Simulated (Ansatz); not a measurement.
Input and output of a self-consistent single point for HgTe (P3_221, 6 atoms in the cell) (Ansatz, an electronic-structure program).

Method of the run: PBEsol, default PAW files made with PBE (plane waves; Ansatz).

```xyz
6
Lattice="4.5827 0.0000 0.0000 -2.2914 3.9688 0.0000 0.0000 0.0000 10.2290" Properties=species:S:1:pos:R:3 pbc="T T T"
Hg     1.5772     2.7318     0.0000
Hg     1.4283     0.0000     6.8193
Hg    -0.7142     1.2370     3.4097
Te     1.1771     2.0388     5.1145
Te     2.2285     0.0000     1.7048
Te    -1.1142     1.9299     8.5241
```

Reference input (self-consistent single point, DFT, PBEsol, plane waves, default PAW files made with PBE): basis.ecutwfc = 420 eV; kpoints.mp_grid.grid = 5 5 2; hamiltonian.xc = pbesol; hamiltonian.pseudopotentials = {kind: paw} (the program's default PAW files); scf.occupations.method = fermi_dirac; scf.occupations.width = 0.01 eV. This run's input differs from it in these lines:

Ansatz 0.2 input:
```diff
@@ -16,3 +16,3 @@
 kpoints:
-  mp_grid: { grid: [5, 5, 2] }
+  mp_grid: { grid: [3, 3, 2] }
 hamiltonian:
```

Log, with long lists cut:

```
SCF iter   1: F=—  HF=-61708.979817 eV  |F-HF|=—  |Δ(HF+E_count)|=         —  Δρ=2.30e-3  dr2=8.59e-3  ethr=1.77e-3  ⟨swp⟩=7.2  Hψ=1584  notcnv=0  defer=2
all-band conjugate gradients solve this SCF's bands
preconditioner: auto → Resta (q_TF=auto, 2.492 Å⁻¹)
SCF iter   2: F=—  HF=-61708.978347 eV  |F-HF|=—  |Δ(HF+E_count)|=   1.47e-3  Δρ=1.06e-3  dr2=1.71e-3  ethr=7.95e-6  ⟨swp⟩=3.8  Hψ=983  notcnv=0  defer=25
   [... lines left out ...]
SCF iter   4: F=—  HF=-61708.978344 eV  |F-HF|=—  |Δ(HF+E_count)|=   5.90e-5  Δρ=9.13e-5  dr2=2.37e-5  ethr=1.92e-7  ⟨swp⟩=2.3  Hψ=533  notcnv=0  defer=25
SCF iter   5: F=—  HF=-61708.978332 eV  |F-HF|=—  |Δ(HF+E_count)|=   1.22e-5  Δρ=3.00e-5  dr2=1.80e-6  ethr=2.19e-8  ⟨swp⟩=2.0  Hψ=527  notcnv=0  defer=25
SCF iter   6: F=—  HF=-61708.978334 eV  |F-HF|=—  |Δ(HF+E_count)|=   1.43e-6  Δρ=7.63e-6  dr2=1.36e-7  ethr=1.67e-9  ⟨swp⟩=2.0  Hψ=524  notcnv=0  defer=25
SCF iter   7: F=-61708.978334 eV  HF=-61708.978334 eV  |F-HF|=8.51e-9  |Δ(HF+E_count)|=   9.46e-8  Δρ=2.04e-6  dr2=1.06e-8  ethr=9.26e-11  ⟨swp⟩=9.5  Hψ=1622  notcnv=0
SCF 1 converged in 7 iterations: F = -61708.978334 eV  dr2 = 1.06e-8
Free energy (F): -61708.978334 eV
Internal energy: -61708.978334 eV  (E = F + TS)
E sigma→0 (E₀):  -61708.978334 eV
Fermi energy:    10.119926 eV
--- Forces (eV/Å), atoms counted from 1 ---
  atom   1  Hg    -0.03652580    -0.06326454    -0.00000000
  atom   2  Hg     0.07305160     0.00000000    -0.00000000
  atom   3  Hg    -0.03652580     0.06326454     0.00000000
  atom   4  Te     0.17594183     0.30474018     0.00000000
  atom   5  Te    -0.35188365     0.00000000     0.00000000
  atom   6  Te     0.17594183    -0.30474018    -0.00000000
--- Stress (GPa, compression-positive) ---
        1.202788       0.000000       0.000000
        0.000000       1.202788       0.000000
        0.000000       0.000000       0.309002
  P = ⅓ Tr σ = 0.9049 GPa (9.049 kbar)
  The stress holds the Pulay correction. Without it, at fixed plane waves, as pw.x and ABINIT print it: P = 0.8732 GPa
```

The run converged in 7 iterations. Against the reference run the free energy rises by 22.3 meV/atom, the pressure goes from 0.64 to 0.90 GPa, the largest force hardly changes (0.342 to 0.352 eV/Å) and the gap on the mesh goes from 0.740 to 0.728 eV.

The starting cell comes from a database of computed structures (which also holds hypothetical and non-ambient phases and stackings), without a prior relaxation at this level. Its lattice was rescaled by a random factor within 2.5 % of one. Spin-orbit coupling is off. Ansatz's pressure includes its estimate of the finite-basis (Pulay) stress. Another mesh or the band path of this cell gives a smaller gap, so this value is not converged in the mesh.
